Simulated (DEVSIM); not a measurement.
System: Cr/SiON/p-In0.53Ga0.47As capacitor, at 300 K.

```
layer (left to right)        material  thickness (nm)  Na (cm⁻³)
---------------------  --------------  --------------  ---------
1                                SiON            17.0          -
2                      In0.53Ga0.47As            4300     1.7e16
```

Metal gate on the left, work function 4.5 eV. Fixed charge at the semiconductor interface 0 cm⁻² (in units of +e); no interface traps.

The device is made up for the run: typed textbook-type constants, with dimensions and the other settings drawn at random. Values at 300 K.

| parameter | SiON | In0.53Ga0.47As |
|---|---|---|
| gap (eV) | 7 | 0.74 |
| affinity (eV) | 1.4 | 4.51 |
| permittivity | 5.5 | 13.9 |
| Nc (cm⁻³) | - | 2.1e17 |
| Nv (cm⁻³) | - | 7.7e18 |

Model (solved in DEVSIM): 1D Poisson equation in equilibrium, Boltzmann statistics, complete ionisation; no quantum confinement or tunnelling. Metal contacts follow the ideal Schottky-Mott rule: no Fermi-level pinning, no interface dipoles.

The SiON thickness was swept, all else fixed.

| SiON thickness (μm) | capacitance of the dielectric stack (μF/cm²) | minimum of the low-frequency capacitance (μF/cm²) |
|---|---|---|
| 0.0068 | 0.716 | 0.0610 |
| 0.0094 | 0.518 | 0.0600 |
| 0.012 | 0.406 | 0.0588 |
| 0.014 | 0.348 | 0.0561 |
| 0.017 | 0.286 | 0.0542 |
| 0.02 | 0.243 | 0.0534 |

From the first row to the last the capacitance of the dielectric stack goes from 0.716 to 0.243. From the first row to the last the minimum of the low-frequency capacitance goes from 0.0610 to 0.0534.
